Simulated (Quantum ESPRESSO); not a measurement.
# Short convergence ladders for CdPt (P4mm, 2 atoms in the cell)

```
CELL_PARAMETERS angstrom
      2.97650     0.00000     0.00000
      0.00000     2.97650     0.00000
      0.00000     0.00000     3.83451
ATOMIC_POSITIONS crystal
  Cd 0.00000 0.00000 0.01304
  Pt 0.50000 0.50000 0.50000
```

Base method: PBEsol, SSSP 1.1.2 efficiency (PBE) pseudopotentials (plane waves; Quantum ESPRESSO).

Base settings: ecutwfc = 45 Ry; ecutrho = 360 Ry; occupations = smearing; smearing = fd; degauss = 0.0073499 Ry; input_dft = pbesol; potentials = {Cd: Cd.pbe-dn-rrkjus_psl.0.3.1.UPF, Pt: pt_pbe_v1.4.uspp.F.UPF}; K_POINTS = automatic 7 7 6 0 0 0; conv_thr = 1e-11 Ry; mixing_beta = 0.4.

The count of work is k-points × plane waves × bands × iterations; it is no time. Core times come from one kind of shared machine, to one figure; runs under 30 s give none.

**The k-point mesh**

The second cell is the first with its lattice scaled by 0.98.

Only quantities that move along the ladder and can be compared are tabulated.

```tsv
K_POINTS	free energy less the last step's (meV/atom)	energy of the compressed cell less the first (meV/atom)	pressure (GPa)	largest difference of a force vector from the last step's (eV/Å)	count of work / last
automatic 2 2 2 0 0 0	706.16	63.85	3.01	0.040	0.015
automatic 3 3 3 0 0 0	8.37	22.02	-3.06	0.020	0.015
automatic 4 4 4 0 0 0	5.07	13.43	-4.34	0.029	0.044
automatic 6 6 5 0 0 0	-5.84	14.83	-4.14	0.000	0.073
automatic 7 7 6 0 0 0	2.66	16.65	-3.90	0.006	0.090
automatic 9 9 7 0 0 0	0.43	15.83	-4.02	0.001	0.14
automatic 19 19 15 0 0 0	0.00	15.57	-4.05	0.000	1.0
```

Coarsest K_POINTS that holds the forces within 0.005 eV/Å of the last step, with all finer ones: automatic 9 9 7 0 0 0, at 0.14 of the last step's count of work; the step before is off by 0.006 eV/Å.

Coarsest K_POINTS that holds the energy of the compressed cell less the first within 2 meV/atom of the last step, with all finer ones: automatic 6 6 5 0 0 0, at 0.073 of the last step's count of work; the step before is off by 2.1 meV/atom.

Coarsest K_POINTS that holds the pressure within 0.1 GPa of the last step, with all finer ones: automatic 9 9 7 0 0 0, at 0.14 of the last step's count of work; the step before is off by 0.15 GPa.

**The k-point mesh at a smearing width of 0.05 eV**

In this ladder: degauss = 0.0036749 Ry.

The second cell is the first with its lattice scaled by 0.98.

Only quantities that move along the ladder and can be compared are tabulated.

```tsv
K_POINTS	free energy less the last step's (meV/atom)	energy of the compressed cell less the first (meV/atom)	pressure (GPa)	largest difference of a force vector from the last step's (eV/Å)	count of work / last
automatic 4 4 3 0 0 0	39.36	15.57	-3.88	0.014	0.020
automatic 6 6 5 0 0 0	-6.69	14.78	-4.10	0.000	0.046
automatic 8 8 7 0 0 0	0.14	16.29	-3.94	0.005	0.10
automatic 12 12 9 0 0 0	-1.76	14.98	-4.14	0.001	0.22
automatic 18 18 14 0 0 0	-0.07	15.57	-4.05	0.000	0.74
automatic 21 21 17 0 0 0	0.00	15.39	-4.07	0.000	1.0
```

Coarsest K_POINTS that holds the pressure within 0.1 GPa of the last step, with all finer ones: automatic 12 12 9 0 0 0, at 0.22 of the last step's count of work; the step before is off by 0.14 GPa.

Coarsest K_POINTS that holds the energy of the compressed cell less the first within 0.5 meV/atom of the last step, with all finer ones: automatic 12 12 9 0 0 0, at 0.22 of the last step's count of work; the step before is off by 0.90 meV/atom.

Coarsest K_POINTS that holds the forces within 0.01 eV/Å of the last step, with all finer ones: automatic 6 6 5 0 0 0, at 0.046 of the last step's count of work; the step before is off by 0.014 eV/Å.

The energy difference between the two cells stays within 1 meV/atom of the last step's from automatic 4 4 3 0 0 0 on, the total only from automatic 18 18 14 0 0 0 on: much of the error is common to both cells and cancels.

**The width of Gaussian smearing**

In this ladder: smearing = gauss; K_POINTS = automatic 12 12 10 0 0 0.

Narrow widths need finer meshes than wide ones, so the last steps can hold mesh noise.

Only quantities that move along the ladder and can be compared are tabulated; pressure and forces are left out, as mesh noise rules them at narrow widths.

```csv
degauss,free energy less the last step's (meV/atom),energy extrapolated to zero width less the last step's (meV/atom),core time / last (rough)
0.073499 Ry,-73.91,12.54,0.8
0.036749 Ry,-16.18,-0.14,1.0
0.02205 Ry,-5.50,-0.26,0.8
0.0073499 Ry,0.00,0.00,1
```

Widest degauss that holds the free energy within 5 meV/atom: not settled: the last two steps still differ by 5.5 meV/atom, over half the tolerance, so the ladder does not show it.

Widest degauss that holds the energy extrapolated to zero width within 2 meV/atom of the last step, with all finer ones: 0.036749 Ry; the step before is off by 13 meV/atom.

The extrapolation to zero width removes most of the smearing's effect on the energy.

On the base run: the starting cell comes from a database of computed structures (which also holds hypothetical and non-ambient phases and stackings), without a prior relaxation at this level. Its lattice was rescaled by up to half a per cent. One atom was moved a little off its site on purpose. Spin polarisation is off. In the base run, with a pressure of about -4 GPa the cell is away from its equilibrium volume at this level.

Left out of this page: 2 runs of the series outside the window shown, repeating another row's setting, or not comparable.
